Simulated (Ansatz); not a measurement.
BaZrO₃ (Pm-3m), PBEsol, rigid bands in Ansatz (a quantum-chemistry and plane-wave program): N_c = 4.41e19 cm⁻³ at 300 K and an electron conductivity mass of 0.534 mₑ.

Q: For 1e16 electrons per cm³ at 300 K, place the Fermi level, estimate the Seebeck coefficient of a parabolic band with constant τ, and give mobility and conductivity for τ = 10 fs.

A: The level lies k_BT ln(N_c/n) = 0.217 eV below the conduction-band minimum. S ≈ −(k_B/e)[ln(N_c/n) + 5/2] = -939 μV/K, against -939 μV/K from the full bands (mean over directions). μ = eτ/m = 32.9 cm²/(V·s) and σ = neμ = 0.0528 S/cm. τ is assumed, not computed.

Band transport and this doping are assumed; polarons and phonon drag are left out. Spin-orbit coupling is left out.
